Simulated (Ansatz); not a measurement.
Start from Sn (space group I4_1/amd, No. 141; a = 5.887 Å, c = 3.186 Å; relaxed with 0.1 eV smearing). Axes: x, y, z lie along a, b, c of the conventional cell.

The values are results of Ansatz (a quantum-chemistry and plane-wave program), r2SCAN, PAW, cutoff 500 eV, no spin-orbit coupling, not measurements.

One thing is altered: uniaxial strain ε_yy = −2.88 %, all other strain components held at zero, atoms relaxed at fixed cell.

### Question
Predict the stress tensor and what it implies for the stiffness.

### Answer
Stress of the strained cell less that of the base (GPa, compression positive):
```
    1.6     0.0     0.0
    0.0     2.3     0.0
    0.0     0.0     1.2
```

Then −Δσ_ii/ε with ε = -0.0288 gives secant stiffness values (nonlinear terms included at this strain): C22 ≈ 80 GPa, C12 ≈ 56 GPa and C23 ≈ 41 GPa.

As a check, the harmonic strain energy −½ V₀ Δσ:ε is 5.7 meV/atom; the computed energy rise is 5.7 meV/atom.

Whether these cells are dynamically stable was not tested.
